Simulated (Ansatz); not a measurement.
System: BN (Fmm2, No. 42, 2 atoms in the cell; start mp-685145; a measured phase of this formula has another space group). Method: PBE0 (plane waves, PAW; Ansatz, a first-principles code).

Run with plane-wave cutoff 460 eV, 12×12×12 k mesh, Fermi–Dirac smearing 0.01 eV, scalar-relativistic PAW data made under PBE.

Computed at the level's own relaxed cell.

```xyz
2
Lattice="0.0000 4.0742 2.1603 1.2475 0.0000 2.1603 1.2475 4.0742 0.0000" Properties=species:S:1:pos:R:3 pbc="T T T"
B      1.2475     4.0742     0.0001
N      1.2475     4.0742     2.8805
```

Question: List the 6 lowest band energies at Γ above −25 eV (eV, relative to the valence band maximum), grouping those that round alike.

Answer: At Γ: -19.64, -5.50, -1.64 (×2), 6.21, 14.18.

Note: the run warned that its exchange threshold was loose for the stress; the cell has widely spaced layers and the level no dispersion term, so their spacing and the moduli can rest on weak binding.

A start named mp-… is a Materials Project structure, which need not be a measured phase.
